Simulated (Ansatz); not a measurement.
Take CdS in the wurtzite structure (space group P6_3mc, No. 186) as the base.

```
CdS
1.0
    4.12436     0.00000     0.00000
   -2.06218     3.57180     0.00000
    0.00000     0.00000     6.70817
Cd S
2 2
Cartesian
  0.00000   2.38120   0.00115
  2.06218   1.19060   3.35523
  0.00000   2.38120   2.52783
  2.06218   1.19060   5.88192
```

Cartesian axes are those of the cell as printed.

Computed with PBEsol in Ansatz (plane waves to 420 eV, PAW, without spin-orbit coupling).

One thing is altered: uniaxial strain ε_zz = −1.20 %, all other strain components held at zero; the atoms relax in the strained cell.

Predict the stress tensor and what it implies for the stiffness.

Stress of the strained cell less that of the base (GPa, compression positive):
```
   0.56    0.00    0.00
   0.00    0.56    0.00
   0.00    0.00    1.15
```

Then −Δσ_ii/ε with ε = -0.0120 gives relaxed-ion elastic constants: C33 ≈ 96 GPa, C13 ≈ 47 GPa and C23 ≈ 47 GPa.

Whether these cells are dynamically stable was not tested.

Ansatz is a quantum-chemistry and plane-wave program.
